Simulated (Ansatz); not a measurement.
Consider Pt in the fcc (Cu type) structure (space group Fm-3m, No. 225; a = 3.8954 Å; relaxed with 0.1 eV smearing). Axes: x, y, z lie along the cube axes.

Computed with plane-wave PAW DFT at the LDA level (Ansatz, a program for electronic structure, 420 eV), spin-orbit coupling left out.

Modification: every lattice vector is stretched by 2.00 %, atoms relaxed at fixed cell.

**Question.** Predict the stress tensor and what it implies for the stiffness.

**Answer.** Stress of the strained cell less that of the base (GPa, compression positive):
```
  -15.5     0.0     0.0
    0.0   -15.5     0.0
    0.0     0.0   -15.5
```

Then B = −ΔP/(ΔV/V₀) with ΔV/V₀ = 0.0612 gives secant stiffness values (nonlinear terms included at this strain): B ≈ 253 GPa.

As a check, the harmonic strain energy −½ V₀ Δσ:ε is 43 meV/atom; the computed energy rise is 47 meV/atom.

No phonon test of stability was made. The final runs are not spin-polarised. Pt lies near a magnetic instability that expansion can trigger; it was not tested.
